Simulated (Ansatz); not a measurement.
**SiO2 (P4₁2₁2, No. 92)**

Level of theory: r²SCAN+rVV10 in Ansatz (PAW).

Numerical settings: plane-wave cutoff 560 eV, 8×8×6 k mesh (along the axes of the cell as run), Fermi–Dirac smearing 0.01 eV, scalar-relativistic PAW data made under PBE.

Cell (relaxed at this level):

```yaml
crystal:
  lattice:
    - [4.89761, 0.00000, 0.00000]
    - [0.00000, 4.89761, 0.00000]
    - [0.00000, 0.00000, 6.74858]
  atoms:
    - { symbol: Si, position: [0.31179, 0.31179, 0.00000] }
    - { symbol: Si, position: [0.18821, 0.81179, 0.25000] }
    - { symbol: Si, position: [0.68821, 0.68821, 0.50000] }
    - { symbol: Si, position: [0.81179, 0.18821, 0.75000] }
    - { symbol: O, position: [0.23425, 0.12747, 0.19033] }
    - { symbol: O, position: [0.37253, 0.73425, 0.44033] }
    - { symbol: O, position: [0.76575, 0.87253, 0.69033] }
    - { symbol: O, position: [0.62747, 0.26575, 0.94033] }
    - { symbol: O, position: [0.73425, 0.37253, 0.55967] }
    - { symbol: O, position: [0.87253, 0.76575, 0.30967] }
    - { symbol: O, position: [0.26575, 0.62747, 0.05967] }
    - { symbol: O, position: [0.12747, 0.23425, 0.80967] }
```

| Property | Result |
|---|---|
| band gap | 6.35 eV (direct) |

Note: the volume lies 5 % below that of the published cell.

Static lattice: no zero-point or thermal effects.

Computing time: roughly 2.9 core-minutes.

Ansatz is a first-principles code.
